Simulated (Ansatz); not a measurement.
The cell is built on a prototype and need not be the phase stable at ambient conditions.

By r2SCAN, the system below comes out a metal.

The ballistic (Sharvin) conductance counts the channels at the Fermi level: G/A = (e²/h) × channels of both spins per area.

Here is the system:

```xyz
4
Lattice="5.6876 0.0000 0.0000 0.0000 7.8842 0.0000 0.0000 3.9421 2.2760" Properties=species:S:1:pos:R:3 pbc="T T T"
As     5.5030     5.2561     0.0000
As     2.6592     2.6281     0.0000
As     0.1845     2.6281     0.0000
As     3.0283     5.2561     0.0000
```

Space group of this cell: P6_3/mmc. The cell was relaxed by PBE-D3(BJ); by r2SCAN its mean pressure is 0.8 GPa.

The current flows along the normal of the first two printed cell vectors. No spin-orbit coupling; the value is a mean over 0.1 eV about the Fermi level.

Predict the ballistic conductance per area from r2SCAN run with Ansatz (a program for electronic structure).

0.29 × 10¹⁵ S/m² for both spins.
